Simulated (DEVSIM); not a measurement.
Structure: Si p+/n-/n+ power diode, at 300 K.

Layer 1 from the left is Si, thickness (μm) 0.860, Na (cm⁻³) 6.7e18, τn (s) 0.00078, τp (s) 0.00078. Layer 2 from the left is Si, thickness (μm) 42.0, Nd (cm⁻³) 2.5e15, τn (s) 0.00078, τp (s) 0.00078. Layer 3 from the left is Si, thickness (μm) 2.30, Nd (cm⁻³) 2.8e18, τn (s) 0.00078, τp (s) 0.00078.

Left contact: ohmic. Right contact: ohmic. Voltage is applied to the left contact. Recombination: SRH at mid-gap, radiative, Auger. Mobility is μmin + (μ − μmin)/(1 + (N/Nref)^α).

This is a model device: material constants are rounded textbook-type values typed into the input, and sizes, dopings and lifetimes were drawn at random. Values at 300 K.

Si: gap (eV) 1.124, affinity (eV) 4.05, permittivity 11.7, Nc (cm⁻³) 2.86e19, Nv (cm⁻³) 3.1e19, μn (cm²/Vs) 1417, μp (cm²/Vs) 470, μn,min 52, μp,min 45, Nref,n 9.7e16, Nref,p 2.2e17, αn 0.68, αp 0.72, B (cm³/s) 4.7e-15, Cn (cm⁶/s) 2.8e-31, Cp (cm⁶/s) 9.9e-32.

Model (solved in DEVSIM): 1D drift-diffusion, Boltzmann statistics, complete ionisation; no tunnelling, impact ionisation, image-force lowering or self-heating.

Q: What does the simulation give for the dark forward voltage at 100 A/cm², the potential step across the device at zero bias, the dark forward voltage at 1 A/cm²?

A: dark forward voltage at 100 A/cm² 0.884 V; potential step across the device at zero bias 1.024 V; dark forward voltage at 1 A/cm² 0.758 V.
